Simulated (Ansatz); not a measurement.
## Effect of pressure 0.7 GPa on WP2

The parent structure is WP2 (space group C2/m, No. 12; a = 8.457 Å, b = 3.148 Å, c = 7.449 Å, α = γ = 90.00°, β = 119.22°).

It is then changed as follows: a hydrostatic pressure of 0.7 GPa.

Level of theory: DFT with PBEsol, PAW potentials and a 420 eV plane-wave cutoff in Ansatz (an electronic-structure program), no spin-orbit coupling. k-mesh 16×16×7 (Γ-centred); smearing 0.05 eV (Fermi–Dirac).

* **Volume per atom**: 14.37 Å³ (base 14.42 Å³)
* **Shortest interatomic distance**: 2.186 Å (base 2.188 Å)
* **Enthalpy H = E + PV relative to the base's energy**: +0.06 eV/atom
* **Band gap**: zero (base zero)

Final structure:

```xyz
6
Lattice="4.2244 -1.5715 -0.0001 4.2244 1.5715 -0.0001 -3.6332 0.0000 6.4955" Properties=species:S:1:pos:R:3 pbc="T T T"
P      1.0812     0.0000     0.1597
P      3.7344     0.0000     6.3357
P      1.1864     0.0000     3.9015
P      3.6292     0.0000     2.5938
W      6.0495     0.0000     1.9085
W     -1.2339     0.0000     4.5868
```

Cost of the whole job for the changed cell (relaxation, final SCF and bands): very roughly 5 core-minutes.

Load acts through the strain it causes; cell and atoms are relaxed under it. Stability against distortions was not tested. The final runs are not spin-polarised.
